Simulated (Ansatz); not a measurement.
# PbTe: pressure series

Base system: PbTe in the rock salt structure (space group Fm-3m, No. 225; a = 6.442 Å).

Cell and atoms are relaxed at each pressure.

All numbers come from PBEsol (Ansatz, an electronic-structure program; PAW; 420 eV plane waves; without spin-orbit coupling).

Notes on the quantities. enthalpy: H = E + PV relative to the base's energy.

```json
[
 {"change": "base", "lattice parameter a": "6.442 Å", "enthalpy": "–", "electron mass": "0.26 mₑ along k, 0.098 mₑ across (at L)"},
 {"change": "pressure −2 GPa", "lattice parameter a": "6.551 Å", "enthalpy": "-0.43 eV/atom", "electron mass": "0.29 mₑ along k, 0.10 mₑ across (at L)"},
 {"change": "pressure −1 GPa", "lattice parameter a": "6.494 Å", "enthalpy": "-0.21 eV/atom", "electron mass": "0.27 mₑ along k, 0.099 mₑ across (at L)"},
 {"change": "pressure 0.9 GPa", "lattice parameter a": "6.402 Å", "enthalpy": "+0.19 eV/atom", "electron mass": "0.25 mₑ along k, 0.097 mₑ across (at L)"},
 {"change": "pressure 2.1 GPa", "lattice parameter a": "6.352 Å", "enthalpy": "+0.43 eV/atom", "electron mass": "0.23 mₑ along k, 0.096 mₑ across (at L)"},
 {"change": "pressure 4.5 GPa", "lattice parameter a": "6.267 Å", "enthalpy": "+0.90 eV/atom", "electron mass": "0.20 mₑ along k, 0.095 mₑ across (at L)"},
 {"change": "pressure 9 GPa", "lattice parameter a": "6.139 Å", "enthalpy": "+1.74 eV/atom", "electron mass": "0.13 mₑ along k, 0.093 mₑ across (at L)"},
 {"change": "pressure 15 GPa", "lattice parameter a": "6.009 Å", "enthalpy": "+2.78 eV/atom", "electron mass": "–"}
]
```

With Pb and Te present, leaving out spin-orbit coupling can change the band edges. The levels and masses belong to the bands next to the band gap. Load acts through the strain it causes; cell and atoms are relaxed under it. Masses are band curvatures over ±0.01 Å⁻¹ around the edge. Along k means along the line from Γ to the band edge. Stability against distortions was not tested. Competing high-pressure phases were not computed. All final runs are without spin polarisation.
